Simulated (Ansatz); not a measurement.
We consider RuIn (model structure, started from the CoSn type, P6/mmm, No. 191, 6 atoms in the cell), described by r²SCAN (plane waves, PAW; Ansatz, a first-principles code).

Settings: plane-wave cutoff 560 eV, 12×12×12 k mesh, Fermi–Dirac smearing 0.05 eV, no spin polarisation, scalar-relativistic PAW data made under PBE.

Cell (relaxed at this level):

InRu has the hexagonal space group P6/mmm (No. 191), Pearson symbol hP6. Lattice parameters: a = b = 5.4822 Å, c = 4.5315 Å, α = β = 90.00°, γ = 120.00°. Ru on 3f has 6 In at 2.741–2.764 Å and 4 Ru at 2.741 Å. In1 on 2d is surrounded by 6 Ru at 2.764 Å and 3 In at 3.165 Å. In2 on 1a sees 6 Ru at 2.741 Å. (Neighbours: up to the widest gap in distance over summed covalent radii, below 1.35, at either atom.)

Question: Give the computed bulk modulus.

Answer: 
* **bulk modulus**: 142 GPa

Note: the run has no spin polarisation, so it can have missed a magnetic state; the bulk modulus is −V dP/dV from two relaxed cells at ±2 % in volume; the relaxation could raise the start's symmetry but not lower it, so the cell can be a saddle point.

Spin–orbit coupling is not included.

The computed numbers hold no vibrational or temperature effects.

The result took roughly 10 core-minutes.

A model structure was made by putting elements into a prototype or built by hand; it is no filed structure, need not be a known phase, and can be a saddle point held by its symmetry.
